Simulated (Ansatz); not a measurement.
## A computed series for Y: response to strain

The parent structure is Y in the hcp (Mg type) structure (space group P6_3/mmc, No. 194; a = 3.594 Å, c = 5.610 Å; relaxed with 0.1 eV smearing). Axes: x lies along a and z along c of the hexagonal cell.

Strains are applied to the cell and any free atomic positions relax.

Level of theory: PBEsol (Ansatz, a program for electronic structure), no SOC.

Notes on the quantities. pressure: mean of the normal stresses, compression positive.

| case | pressure | shortest interatomic distance |
|---|---|---|
| base | 0.0 GPa | 3.489 Å |
| uniaxial strain ε_xx = −3.00 % | 1.3 GPa | 3.466 Å |
| uniaxial strain ε_xx = −2.50 % | (withheld) | 3.468 Å |
| uniaxial strain ε_xx = −2.00 % | (withheld) | 3.472 Å |
| uniaxial strain ε_xx = −0.50 % | 0.2 GPa | 3.485 Å |
| uniaxial strain ε_xx = +0.50 % | -0.2 GPa | 3.492 Å |
| uniaxial strain ε_xx = +1.00 % | -0.4 GPa | 3.494 Å |
| uniaxial strain ε_xx = +1.50 % | -0.6 GPa | (withheld) |
| uniaxial strain ε_xx = +2.00 % | (withheld) | 3.501 Å |
| uniaxial strain ε_xx = +2.50 % | -1.0 GPa | 3.504 Å |

Task: Fill in the withheld entries from the trend.

Result: 
- uniaxial strain ε_xx = −2.50 %, pressure: 1.1 GPa
- uniaxial strain ε_xx = −2.00 %, pressure: 0.9 GPa
- uniaxial strain ε_xx = +1.50 %, shortest interatomic distance: 3.497 Å
- uniaxial strain ε_xx = +2.00 %, pressure: -0.8 GPa

No phonon test of stability was made. The final runs are not spin-polarised.
